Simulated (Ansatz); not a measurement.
## SnO, response to strain

Start from SnO in the litharge type structure (space group P4/nmm, No. 129; a = 3.793 Å, c = 4.764 Å; layered, stacked along the Cartesian z axis). Axes: x, y, z lie along a, b, c of the conventional cell.

Strains are applied to the cell and any free atomic positions relax; under biaxial strain the out-of-plane vector relaxes too; under stress the whole cell relaxes.

Level of theory: r2SCAN+rVV10/PAW in Ansatz (an electronic-structure program), no spin-orbit coupling, earlier PAW set.

Notes on the quantities. pressure: mean of the normal stresses, compression positive.

```json
[
 {"change": "base", "shortest interatomic distance": "2.216 Å", "pressure": "0.0 GPa", "space group": "P4/nmm (No. 129)"},
 {"change": "biaxial strain −0.38 %, plane normal [001], relaxed out of plane", "shortest interatomic distance": "2.212 Å", "pressure": "0.5 GPa", "space group": "P4/nmm (No. 129)"},
 {"change": "biaxial strain +1.21 %, plane normal [001], relaxed out of plane", "shortest interatomic distance": "2.228 Å", "pressure": "-1.5 GPa", "space group": "P4/nmm (No. 129)"},
 {"change": "biaxial strain +1.80 %, plane normal [001], relaxed out of plane", "shortest interatomic distance": "2.233 Å", "pressure": "-2.2 GPa", "space group": "P4/nmm (No. 129)"},
 {"change": "isotropic strain +1.97 %", "shortest interatomic distance": "2.238 Å", "pressure": "-2.9 GPa", "space group": "P4/nmm (No. 129)"},
 {"change": "isotropic strain +5.69 %", "shortest interatomic distance": "2.280 Å", "pressure": "-6.6 GPa", "space group": "P4/nmm (No. 129)"},
 {"change": "uniaxial strain ε_xx = −0.65 %", "shortest interatomic distance": "2.210 Å", "pressure": "0.5 GPa", "space group": "Pmmn (No. 59)"},
 {"change": "uniaxial strain ε_yy = +4.26 %", "shortest interatomic distance": "2.221 Å", "pressure": "-2.8 GPa", "space group": "Pmmn (No. 59)"},
 {"change": "uniaxial stress, 3 GPa compression along x", "shortest interatomic distance": "2.162 Å", "pressure": "–", "space group": "Pmmn (No. 59)"},
 {"change": "uniaxial stress, 2 GPa compression along x", "shortest interatomic distance": "2.173 Å", "pressure": "–", "space group": "Pmmn (No. 59)"}
]
```

A case with no gap was solved on a k-mesh chosen for an insulator, which is coarse for it. Beyond what the load breaks, stability against distortions was not tested. All final runs are without spin polarisation.
